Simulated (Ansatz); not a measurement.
The parent structure is MoS2 in the 3R-MoS2 type structure (space group R3m, No. 160; a = 3.153 Å, c = 17.994 Å (hexagonal axes); layered, stacked along the Cartesian z axis).

(Cell as relaxed with PBE-D3(BJ).)

Levels (all Ansatz, a first-principles code, PAW, earlier PAW set): PBE-D3(BJ) (420 eV, no spin-orbit coupling); r2SCAN+rVV10 (500 eV, no spin-orbit coupling).

Each level relaxes its own structure.

```json
[
 {"base": "volume per atom", "PBE-D3(BJ)": "17.22 Å³", "r2SCAN+rVV10": "18.03 Å³"},
 {"base": "lattice parameter a", "PBE-D3(BJ)": "3.153 Å", "r2SCAN+rVV10": "3.175 Å"},
 {"base": "band gap", "PBE-D3(BJ)": "0.77 eV", "r2SCAN+rVV10": "1.02 eV"}
]
```

The change: cell and atoms relaxed at a pressure of 0.7 GPa.

| quantity | PBE-D3(BJ) | r2SCAN+rVV10 |
|---|---|---|
| smallest direct gap | 1.78 eV | 1.81 eV |
| band gap | 0.71 eV | 0.96 eV |
| shift of the gap caused by the change | -0.06 eV | -0.06 eV |
| shortest interatomic distance | 2.397 Å | 2.401 Å |

PBE-D3(BJ)'s smallest direct gap lies 0.03 eV below r2SCAN+rVV10's; PBE-D3(BJ)'s band gap lies 0.256 eV below r2SCAN+rVV10's; PBE-D3(BJ)'s shortest interatomic distance lies 0.004 Å below r2SCAN+rVV10's (0.2 %); the two agree on the shift of the gap caused by the change. Neither level is exact; r2SCAN+rVV10 is the comparison here, not a measurement.

Load acts through the strain it causes; cell and atoms are relaxed under it. Whether these cells are dynamically stable was not tested.
